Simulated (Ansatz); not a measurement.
Where the default PAW files enter, the runs use the earlier of Ansatz's two default sets.

Tunnelling through a barrier is set by its complex band structure: the current falls as exp(−2κd) with the smallest κ.

Here is the system:

```
BP
1.0
    3.14061     0.00000     0.00000
    0.00000     3.14061     0.00000
    1.57031     1.57031     2.22075
B P
1 1
Direct
  0.00000   0.00000   0.00000
  0.75000   0.25000   0.50000
```

Space group of this cell: F-43m, zinc blende. The cell is strained (all lengths scaled by 0.98); by r2SCAN its mean pressure is 12.1 GPa.

Transport runs along the normal of the first two printed cell vectors, the (001) plane of the conventional cell.

No gap correction and no spin-orbit coupling; mid-gap is the computed energy nearest the middle.

Q: Predict the band gap and the smallest decay constant κ at mid-gap from r2SCAN run with Ansatz (a quantum-chemistry and plane-wave program).

A: Gap 1.32 eV on a 14×14×14 mesh; κ = 0.180 1/Å, at the zone centre.
